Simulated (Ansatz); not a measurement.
Start from TiPt3 in the Cu3Au type structure (space group Pm-3m, No. 221; a = 3.8996 Å; relaxed with 0.1 eV smearing). Axes: x, y, z lie along the cube axes.

Method: Kohn–Sham DFT with the PBEsol functional, run in Ansatz (an electronic-structure program) with PAW and 420 eV plane waves, without spin-orbit coupling.

Perturbation: the cell is scaled by 0.9880 in all directions, atoms relaxed at fixed cell.

Predict the stress tensor and what it implies for the stiffness.

Stress of the strained cell less that of the base (GPa, compression positive):
```
   10.5     0.0     0.0
    0.0    10.5     0.0
    0.0     0.0    10.5
```

Then B = −ΔP/(ΔV/V₀) with ΔV/V₀ = -0.0356 gives secant stiffness values (nonlinear terms included at this strain): B ≈ 296 GPa.

As a check, the harmonic strain energy −½ V₀ Δσ:ε is 18 meV/atom; the computed energy rise is 17 meV/atom.

Whether these cells are dynamically stable was not tested. The final runs are not spin-polarised.
